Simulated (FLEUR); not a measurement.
## Converging shifted k-point meshes: Pb (Fm-3m, 1 atom in the cell)

```yaml
crystal:
  lattice:
    - [0.00000, 2.46758, 2.46758]
    - [2.46758, 0.00000, 2.46758]
    - [2.46758, 2.46758, 0.00000]
  atoms:
    - { symbol: Pb, position: [0.00000, 0.00000, 0.00000] }
```

Level of theory: PBE, all-electron FLAPW (FLEUR), scalar-relativistic valence.

Base settings: Kmax = 3.8 1/bohr; GmaxXC = 11.4 1/bohr; xcFunctional = pbe; jspins = 1; l_soc = F; mode = hist; fermiSmearingEnergy = 0.00367493 Htr; mesh (inpgen div1-3) = 8 8 8; inpgen gamma flag = true; Gmax = 11.4 1/bohr.

In this ladder: kpt_gamma = false.

Only quantities that move along the ladder and can be compared are tabulated.

The starting cell has typed, rounded lattice constants, without a prior relaxation at this level. Its lattice was rescaled by up to half a per cent. Values depend on the basis (sphere radii, cutoffs, local orbitals), which need not be converged.

Steps (kpt_div): 4 4 4; 6 6 6; 8 8 8; 10 10 10; 12 12 12; 16 16 16; 18 18 18; 20 20 20; 22 22 22; 28 28 28.

Task: What is the coarsest kpt_div that holds the free energy within 0.5 meV/atom of the last step, with all finer ones?

Result: 16 16 16; the step before is off by 1.3 meV/atom.

| kpt_div | free energy less the last step's (meV/atom) |
|---|---|
| 4 4 4 | 56.53 |
| 6 6 6 | -8.42 |
| 8 8 8 | 0.43 |
| 10 10 10 | 3.51 |
| 12 12 12 | -1.29 |
| 16 16 16 | 0.44 |
| 18 18 18 | -0.19 |
| 20 20 20 | -0.04 |
| 22 22 22 | 0.06 |
| 28 28 28 | 0.00 |

Left out of this page: 1 run of the series failed or unconverged.
